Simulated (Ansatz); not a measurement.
This Ansatz (an electronic-structure program) input is the reference run, AlN in the wurtzite structure (space group P6_3mc, No. 186), computed with Ansatz PBEsol, no SOC:

Ansatz 0.2 input:
```yaml
crystal:
  lattice:
    - [3.1138143573, 0, 0]
    - [-1.5569071787, 2.6966423361, 0]
    - [0, 0, 4.9833468597]
  atoms:
    - { symbol: Al, position: [0.3333333333, 0.6666666667, 0.9999974782] }
    - { symbol: Al, position: [0.6666666667, 0.3333333333, 0.4999974782] }
    - { symbol: N, position: [0.3333333333, 0.6666666667, 0.3820025218] }
    - { symbol: N, position: [0.6666666667, 0.3333333333, 0.8820025218] }
basis: { ecutwfc: 420, ecutrho_ratio: 4, xc_grid: 2, fft_grid_basis: typed }
kpoints: { mp_grid: { grid: [12, 12, 7] } }
hamiltonian:
  xc: pbesol
  dispersion: none
  pseudopotentials: { kind: paw }
scf: { occupations: { method: fermi_dirac, width: 0.05 }, convergence: { dr2_threshold: 0.0000000004 } }
output: { forces: true, stress: true }
checkpoint: { write: state.ck, write_every: 1000 }
```

Problem. Write the input for this change: uniaxial strain ε_zz = +0.60 %, all other strain components held at zero; the atoms relax in the strained cell.

Solution. 
Ansatz 0.2 input:
```yaml
crystal:
  lattice:
    - [3.1138143573, 0, 0]
    - [-1.5569071787, 2.6966423361, 0]
    - [0, 0, 5.0132469409]
  atoms:
    - { symbol: Al, position: [0.3333333333, 0.6666666667, 0.9999974782] }
    - { symbol: Al, position: [0.6666666667, 0.3333333333, 0.4999974782] }
    - { symbol: N, position: [0.3333333333, 0.6666666667, 0.3820025218] }
    - { symbol: N, position: [0.6666666667, 0.3333333333, 0.8820025218] }
basis: { ecutwfc: 420, ecutrho_ratio: 4, xc_grid: 2, fft_grid_basis: typed }
kpoints: { mp_grid: { grid: [12, 12, 7] } }
hamiltonian:
  xc: pbesol
  dispersion: none
  pseudopotentials: { kind: paw }
scf: { occupations: { method: fermi_dirac, width: 0.05 }, convergence: { dr2_threshold: 0.0000000004 } }
relax: { f_tol: 0.005, max_steps: 50 }
output: { forces: true, stress: true }
checkpoint: { write: state.ck, write_every: 1000 }
```
This is the input that was run.

No phonon test of stability was made.
